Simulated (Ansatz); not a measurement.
A constructed model of the (0001) surface of hcp Co, ferromagnetic, (√3x√3)R30°, one Co adatom (bottom of the slab: a bare face, its two planes held)

Method: PBE (plane waves to 420 eV, PAW; Ansatz, a first-principles code).

Slab: 19 atoms, 12.3 Å thick at the start with caps and adatoms (thin: gaps and levels are the slab's own); k 10x10x1, smearing 0.1 eV, dipole-corrected; 6 atoms held, the rest relaxed; held to the start's symmetry, so lower structures may exist; spin-polarised, ending with about 31.9 μB a cell; orders that need a larger cell were not tried, no spin-orbit, no U. In PBE it lies 0.14 eV a 1x1 cell over the lowest computed structure of the same composition (one added row of Co in 3).

* **work function of the top face**: 3.41 eV
* **energy released by relaxation**: 0.83 eV
* **magnetic moment of the cell**: 31.89 μB
* **cost**: very roughly 22 core-minutes
